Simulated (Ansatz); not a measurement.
Base system: RbHgI$_{3}$ in the cubic perovskite structure (space group Pm-3m, No. 221; a = 5.9030 Å; a hypothetical phase, not in the database extracts checked). Axes: x, y, z lie along the cube axes.

Structures relaxed with DFT with PBEsol, PAW potentials and a 420 eV plane-wave cutoff in Ansatz (a first-principles code), no spin-orbit coupling.

Base:

Simulated powder pattern, Co Kα, λ = 1.79026 Å (kinematic, ideal powder, no thermal factors, no anomalous dispersion; the 14 strongest lines at most, above 2 %, up to 2θ = 90°):

```
2θ (°)  I/Imax (%)    hkl
------  ----------  -----
17.44           69  (100)
24.77           28  (110)
30.45           32  (111)
35.31          100  (200)
39.64           38  (210)
43.61           14  (211)
50.80           73  (220)
54.12           20  (221)
60.39           13  (311)
63.38           25  (222)
74.68           12  (400)
77.40           12  (322)
85.40           35  (420)
88.04          9.2  (421)
```

After one change:

Simulated powder pattern, Co Kα, λ = 1.79026 Å (kinematic, ideal powder, no thermal factors, no anomalous dispersion; the 14 strongest lines at most, above 2 %, up to 2θ = 90°):

| 2θ (°) | I/Imax (%) |
|---|---|
| 17.36 | 69 |
| 17.51 | 34 |
| 24.75 | 27 |
| 30.39 | 47 |
| 35.14 | 100 |
| 35.45 | 49 |
| 39.44 | 19 |
| 39.51 | 19 |
| 39.73 | 19 |
| 50.54 | 36 |
| 50.77 | 72 |
| 63.24 | 38 |
| 84.90 | 18 |
| 85.08 | 18 |

**Question.** What was done to the base?
A) tensor shear ε_yz = −2.06 %
B) strain tensor (xx, yy, zz, yz, xz, xy) = (+1.17, −0.59, −1.62, −0.07, +0.48, −0.93) %
C) isotropic strain −4.32 %
D) biaxial strain +0.48 %, plane normal [001], relaxed out of plane

**Answer.** D, biaxial strain +0.48 %, plane normal [001], relaxed out of plane. Its volume per atom is 41.38 Å³ against 41.14 Å³, and its space group is P4/mmm (No. 123).

No phonon test of stability was made. The final runs are not spin-polarised. Many cubic perovskites are stable only at high temperature; tilts and polar distortions were not tested.
